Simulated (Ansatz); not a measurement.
**Pressure series in Ni**

Take Ni in the fcc (Cu type) structure (space group Fm-3m, No. 225; ferromagnetic) as the base.

```
CELL_PARAMETERS angstrom
      0.00000     1.75922     1.75922
      1.75922     0.00000     1.75922
      1.75922     1.75922     0.00000
ATOMIC_POSITIONS crystal
  Ni 0.00000 0.00000 0.00000
```

Cell and atoms are relaxed at each pressure.

The values are results of PBE (Ansatz, a first-principles code, PAW, spin-orbit coupling left out), not measurements.

Two rows of this table had their results exchanged by mistake.

```
pressure          volume per atom (Å³)  shortest distance (Å)  band gap
----------------  --------------------  ---------------------  --------
pressure −2 GPa                  11.00                  2.496      zero
pressure −1 GPa                  10.94                  2.492      zero
pressure 1.8 GPa                 10.45                  2.454      zero
pressure 4.2 GPa                 10.67                  2.471      zero
pressure 9 GPa                   10.79                  2.481      zero
pressure 18 GPa                  10.10                  2.426      zero
pressure 30 GPa                   9.71                  2.395      zero
pressure 45 GPa                   9.33                  2.363      zero
pressure 60 GPa                   9.01                  2.335      zero
```

### Question
Which two?

### Answer
The rows for pressure 1.8 GPa and pressure 9 GPa: the volume has to fall steadily with pressure, so 10.79 Å³ belongs to pressure 1.8 GPa and 10.45 Å³ to pressure 9 GPa.

The magnetic state is the one reached from the starting moments; the real material's order can differ, and small cells can't hold many antiferromagnetic ones. Load acts through the strain it causes; cell and atoms are relaxed under it. No phonon test of stability was made. Competing high-pressure phases were not computed.
